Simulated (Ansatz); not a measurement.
Consider Nb in the bcc (W type) structure (space group Im-3m, No. 229; a = 3.2729 Å; relaxed with 0.1 eV smearing). Axes: x, y, z lie along the cube axes.

The values are results of PBEsol in Ansatz (plane waves to 420 eV, PAW, no spin-orbit coupling), not measurements.

Strains are applied to the cell and any free atomic positions relax; under biaxial strain the out-of-plane vector relaxes too.

One change was made to it. Results:

The shortest interatomic distance increases by 0.027 Å to 2.861 Å; the energy grows by 22 meV/atom.

Task: Which of these changes matches the shifts?
A) biaxial strain +1.50 %, plane normal [001], relaxed out of plane
B) biaxial strain −0.50 %, plane normal [001], relaxed out of plane
C) biaxial strain +3.00 %, plane normal [001], relaxed out of plane
D) biaxial strain −2.00 %, plane normal [001], relaxed out of plane

Result: C, biaxial strain +3.00 %, plane normal [001], relaxed out of plane. For comparison, the energy relative to the base in the other runs: biaxial strain −0.50 %, plane normal [001], relaxed out of plane gives +0.7 meV/atom; biaxial strain −2.00 %, plane normal [001], relaxed out of plane gives +12 meV/atom; biaxial strain +1.50 %, plane normal [001], relaxed out of plane gives +5.8 meV/atom.

Whether these cells are dynamically stable was not tested. The final runs are not spin-polarised.

Ansatz is a program for electronic structure.
